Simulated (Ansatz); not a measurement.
How far to go with the plane-wave cutoff: NbH (I4mm, 2 atoms in the cell)

```xyz
2
Lattice="-1.5989 1.5989 1.9744 1.5989 -1.5989 1.9744 1.5989 1.5989 -1.9744" Properties=species:S:1:pos:R:3 pbc="T T T"
Nb     0.0000     0.0000     0.0500
H      0.0000     0.0000     1.9744
```

Method of the run: PBEsol, default PAW files made with PBE (plane waves; Ansatz, a first-principles code).

Base settings: basis.ecutwfc = 30.9 Ry; kpoints.mp_grid.grid = 14 14 14; hamiltonian.xc = pbesol; hamiltonian.pseudopotentials = {kind: paw} (the program's default PAW files); scf.occupations.method = fermi_dirac; scf.occupations.width = 0.0073 Ry.

The second cell is the first with its lattice scaled by 0.98.

The mesh stays at the base's, so the ladder's end is converged at best in this setting alone.

The first pressure column holds Ansatz's estimate of the finite-basis (Pulay) stress, which hides part of the cutoff error; the other is without it.

Only quantities that move along the ladder and can be compared are tabulated.

The count of work is k-points × plane waves × bands × iterations; it is no time. 

The starting cell comes from a database of computed structures (which also holds hypothetical and non-ambient phases and stackings), without a prior relaxation at this level. Its lattice was rescaled by up to half a per cent. One atom was moved a little off its site on purpose. Spin polarisation is off. In the base run, with a pressure of about -5 GPa the cell is away from its equilibrium volume at this level.

```csv
basis.ecutwfc,free energy less the last step's (meV/atom),energy of the compressed cell less the first (meV/atom),pressure (GPa),pressure without the Pulay estimate (GPa),largest difference of a force vector from the last step's (eV/Å),count of work / last
10.7 Ry,7384.08,-85.85,-22.40,-348.82,0.177,0.048
12.5 Ry,3465.85,47.70,9.84,-199.49,0.136,0.071
14 Ry,1697.61,45.73,6.48,-117.05,0.070,0.088
15.4 Ry,855.36,14.43,-4.12,-70.51,0.017,0.099
16.9 Ry,422.54,-0.09,-6.01,-42.02,0.012,0.11
18.4 Ry,203.41,2.68,-5.43,-24.93,0.020,0.11
21.7 Ry,36.88,5.64,-4.35,-8.93,0.007,0.16
24.6 Ry,8.23,5.26,-4.55,-5.51,0.000,0.20
27.9 Ry,2.68,4.79,-4.65,-4.87,0.001,0.24
30.9 Ry,1.23,4.72,-4.67,-4.77,0.000,0.26
33.8 Ry,0.58,4.69,-4.68,-4.73,0.000,0.32
37.1 Ry,0.29,4.66,-4.68,-4.70,0.000,0.36
41.5 Ry,0.17,4.65,-4.69,-4.69,0.000,0.42
46.3 Ry,0.11,4.64,-4.69,-4.69,0.000,0.49
54 Ry,0.05,4.64,-4.69,-4.69,0.000,0.61
61.7 Ry,0.01,4.64,-4.69,-4.69,0.000,0.73
74.2 Ry,0.00,4.63,-4.69,-4.69,0.000,1.0
```

Coarsest basis.ecutwfc that holds the energy of the compressed cell less the first within 0.2 meV/atom of the last step, with all finer ones: 27.9 Ry, at 0.24 of the last step's count of work; the step before is off by 0.63 meV/atom.

Coarsest basis.ecutwfc that holds the pressure without the Pulay estimate within 0.1 GPa of the last step, with all finer ones: 30.9 Ry, at 0.26 of the last step's count of work; the step before is off by 0.18 GPa.

Coarsest basis.ecutwfc that holds the free energy within 0.5 meV/atom of the last step, with all finer ones: 37.1 Ry, at 0.36 of the last step's count of work; the step before is off by 0.58 meV/atom.

The energy difference between the two cells stays within 1 meV/atom of the last step's from 24.6 Ry on, the total only from 33.8 Ry on: much of the error is common to both cells and cancels.

At the lowest cutoff the pressure without the Pulay estimate lies 344 GPa under the last step's, the usual sign of Pulay stress in an incomplete plane-wave basis.

Keys are those of Ansatz 0.2.
